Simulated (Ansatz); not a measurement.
Consider a periodic stack without vacuum, rock-salt TaC (1 1 0) on zinc-blende GaSb (1 1 0) (film strained to the substrate, started from cuts of the bulks and a machine-learned relaxation; slabs Ga6Sb6 and C12Ta12, which can lie off the formulas): substrate slab Ga6Sb6, film C12Ta12, surface cells [[0, -1], [1, -1]] and [[1, 0], [1, 2]], film strained by -1.8 and -1.8 %, outermost planes GaSb/GaSb and CTa/CTa as cut, which need not be the usual terminations and can put a slab off its formula. Its start:

```yaml
crystal:
  lattice:
    - [4.39298, 0.00000, 0.02645]
    - [4.39298, 6.21261, 0.06215]
    - [0.87902, 2.21222, 23.42791]
  atoms:
    - { symbol: Ga, position: [0.80170, 0.94125, 0.14349] }
    - { symbol: Ga, position: [0.77263, 0.50126, 0.04752] }
    - { symbol: Ga, position: [0.85016, 0.85280, 0.33154] }
    - { symbol: Ga, position: [0.82606, 0.39615, 0.23655] }
    - { symbol: Ga, position: [0.63597, 0.87189, 0.55020] }
    - { symbol: Ga, position: [0.87308, 0.31756, 0.42745] }
    - { symbol: Sb, position: [0.55113, 0.23136, 0.04660] }
    - { symbol: Sb, position: [0.55052, 0.69212, 0.14401] }
    - { symbol: Sb, position: [0.57473, 0.14658, 0.23883] }
    - { symbol: Sb, position: [0.60357, 0.60120, 0.33094] }
    - { symbol: Sb, position: [0.64211, 0.05323, 0.42860] }
    - { symbol: Sb, position: [0.35071, 0.64690, 0.48930] }
    - { symbol: C, position: [0.89419, 0.60320, 0.60587] }
    - { symbol: C, position: [0.39226, 0.10582, 0.60291] }
    - { symbol: C, position: [0.15463, 0.82827, 0.67443] }
    - { symbol: C, position: [0.65921, 0.32349, 0.67363] }
    - { symbol: C, position: [0.41731, 0.05121, 0.74483] }
    - { symbol: C, position: [0.91984, 0.54854, 0.74417] }
    - { symbol: C, position: [0.68014, 0.27360, 0.81321] }
    - { symbol: C, position: [0.18009, 0.77210, 0.81323] }
    - { symbol: C, position: [0.94141, 0.49547, 0.88380] }
    - { symbol: C, position: [0.43660, 0.00026, 0.88332] }
    - { symbol: C, position: [0.21011, 0.71995, 0.95258] }
    - { symbol: C, position: [0.69178, 0.21609, 0.95343] }
    - { symbol: Ta, position: [0.15645, 0.32717, 0.66899] }
    - { symbol: Ta, position: [0.65622, 0.82629, 0.67552] }
    - { symbol: Ta, position: [0.39630, 0.60008, 0.61031] }
    - { symbol: Ta, position: [0.89739, 0.09916, 0.61006] }
    - { symbol: Ta, position: [0.67872, 0.77389, 0.81291] }
    - { symbol: Ta, position: [0.17899, 0.27459, 0.81276] }
    - { symbol: Ta, position: [0.91849, 0.04989, 0.74536] }
    - { symbol: Ta, position: [0.42082, 0.54741, 0.74523] }
    - { symbol: Ta, position: [0.18670, 0.22327, 0.94831] }
    - { symbol: Ta, position: [0.70537, 0.72564, 0.94602] }
    - { symbol: Ta, position: [0.43636, 0.49918, 0.88703] }
    - { symbol: Ta, position: [0.94324, 0.99309, 0.88714] }
```

The start was prepared with a machine-learned potential, and the result is one local minimum, with the in-plane cell held and forces under 0.04 eV/Å; the film can end far from its bulk form.

The numbers are results of PBE (plane waves to 420 eV, PAW; Ansatz, an electronic-structure program), not measurements. Spin–orbit coupling is left out; the runs are not spin-polarised. Its k-point mesh 9×5×1, Fermi–Dirac width 0.05 eV.

Q: Predict the relaxed interface.

A: 
| Quantity | Value |
|---|---|
| interface area | 27.3 Å² |
| period | 23.10 Å |
| heights between the nearest atoms of the two slabs at the two interfaces | 1.39 and 1.38 Å |
| Ga–Ta contacts across the interfaces within 1.22 times the sum of covalent radii | 10, mean 3.10 Å |
| C–Ga contacts across the interfaces within 1.22 times the sum of covalent radii | 4, mean 2.11 Å |
| Sb–Ta contacts across the interfaces within 1.22 times the sum of covalent radii | 3, mean 2.89 Å |
